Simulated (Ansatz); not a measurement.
An Ansatz (a quantum-chemistry and plane-wave program) input (Kohn–Sham DFT with the r2SCAN functional, run in Ansatz with PAW and 500 eV plane waves, no spin-orbit coupling):

Ansatz 0.2 input:
```yaml
crystal:
  lattice:
    - [0, 2.342693822, 2.342693822]
    - [2.342693822, 0, 2.342693822]
    - [2.342693822, 2.342693822, 0]
  atoms:
    - { symbol: P, position: [0.25, 0.25, 0.25] }
    - { symbol: B, position: [0, 0, 0] }
basis: { ecutwfc: 500, ecutrho_ratio: 4, xc_grid: 4, fft_grid_basis: typed }
kpoints: { mp_grid: { grid: [12, 12, 12] } }
hamiltonian:
  xc: r2scan
  dispersion: none
  pseudopotentials: { kind: paw }
scf: { occupations: { method: fermi_dirac, width: 0.05 }, convergence: { dr2_threshold: 0.0000000002 } }
relax: { f_tol: 0.005, max_steps: 50 }
output: { forces: true, stress: true }
checkpoint: { write: state.ck, write_every: 1000 }
```

Q: Which symmetry and how many k-points will the program report, and about how many plane waves at Γ?

A: Space group F-43m (ITA 216) with 24 operations, k-points 72 of 1728, and 645 plane waves at Γ.

Q: And the final pressure?

A: -13.65 GPa (compression positive).

The cells carry an imposed strain or load. Stability against distortions was not tested. The cell was made from BP in the zinc blende structure (space group F-43m, No. 216) by this change: isotropic strain +3.28 %.
